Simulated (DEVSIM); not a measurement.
Structure: illuminated GaAs p-on-n cell, one wavelength, at 300 K.

Layer 1 from the left is GaAs, thickness (μm) 0.300, Na (cm⁻³) 8.9e17, τn (s) 8e-10, τp (s) 2.2e-9, absorption coefficient (cm⁻¹) 11000. Layer 2 from the left is GaAs, thickness (μm) 0.870, Nd (cm⁻³) 3.5e15, τn (s) 5e-8, τp (s) 5e-8, absorption coefficient (cm⁻¹) 11000.

Left contact: ohmic, minority electron recombination velocity 3e6 cm/s. Right contact: ohmic, minority hole recombination velocity 40 cm/s. Voltage is applied to the left contact. Recombination: SRH at mid-gap, radiative, Auger. Light enters at the left, 1.5e15 photons cm⁻² s⁻¹, one pass, no reflection. Mobility is μmin + (μ − μmin)/(1 + (N/Nref)^α).

Constants are typed, rounded textbook-type inputs, not results; the design itself was drawn at random and stands for no fabricated device. Values at 300 K.

GaAs: gap (eV) 1.424, affinity (eV) 4.07, permittivity 12.9, Nc (cm⁻³) 4.7e17, Nv (cm⁻³) 9e18, μn (cm²/Vs) 8500, μp (cm²/Vs) 400, μn,min 500, μp,min 20, Nref,n 6e16, Nref,p 1.5e17, αn 0.39, αp 0.38, B (cm³/s) 2e-10, Cn (cm⁶/s) 1e-30, Cp (cm⁶/s) 1e-30.

Simulated with DEVSIM: 1D drift-diffusion, Boltzmann statistics, complete ionisation; no tunnelling, impact ionisation, image-force lowering or self-heating.

What does the simulation give for the dark forward voltage at 100 A/cm², the largest field in the device at zero bias, the share of generated pairs collected at short circuit?

dark forward voltage at 100 A/cm² 1.185 V; largest field in the device at zero bias 56000 V/cm; share of generated pairs collected at short circuit 0.883.
